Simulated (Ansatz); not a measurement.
The parent structure is ZrS$_{2}$ in the CdI2 type structure (space group P-3m1, No. 164; a = 3.675 Å, c = 5.861 Å; layered, stacked along the Cartesian z axis). Axes: x lies along a and z along c of the hexagonal cell.

All numbers come from plane-wave PAW DFT at the r2SCAN+rVV10 level (Ansatz, a program for electronic structure, 500 eV), no spin-orbit coupling, earlier PAW set.

Before the change:

The smallest direct gap comes out as 1.80 eV.

Modification: compressive biaxial strain of 1.56 % in the plane normal to [001], as in epitaxy on a mismatched substrate; the out-of-plane cell vector and the atoms relax.

How does this affect the out-of-plane strain?

The out-of-plane strain comes out as +0.68 %.

What does the calculation give for the smallest direct gap after the change?

The smallest direct gap grows by 0.12 eV (1.80 eV → 1.92 eV).

Whether these cells are dynamically stable was not tested.
